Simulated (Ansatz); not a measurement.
For C (model structure, Ibam, No. 72, 6 atoms in the cell), LDA (plane waves, PAW; Ansatz, a quantum-chemistry and plane-wave program) gives:

* **cohesive energy**: 7.99 eV/atom
* **band gap at the PBEsol cell**: 2.75 eV

Task: What does r²SCAN in Ansatz (PAW) give for the same quantities?

Result: 
- cohesive energy: 6.49 eV/atom (shrinks by 1.50 eV/atom)
- band gap at the PBEsol cell: 3.06 eV (grows by 0.31 eV)

Changes are worked out from the printed values.

Unless a cell is named, each level is at its own relaxed cell (LDA 5.55, r²SCAN 5.72 Å³/atom).

Density-functional gaps are differences of (generalised) Kohn–Sham levels.

Ansatz's density-functional and Hartree–Fock values are scalar-relativistic unless marked +SOC, with PAW data made under PBE.

A model structure was made by putting elements into a prototype or built by hand; it is no filed structure, need not be a known phase, and can be a saddle point held by its symmetry.
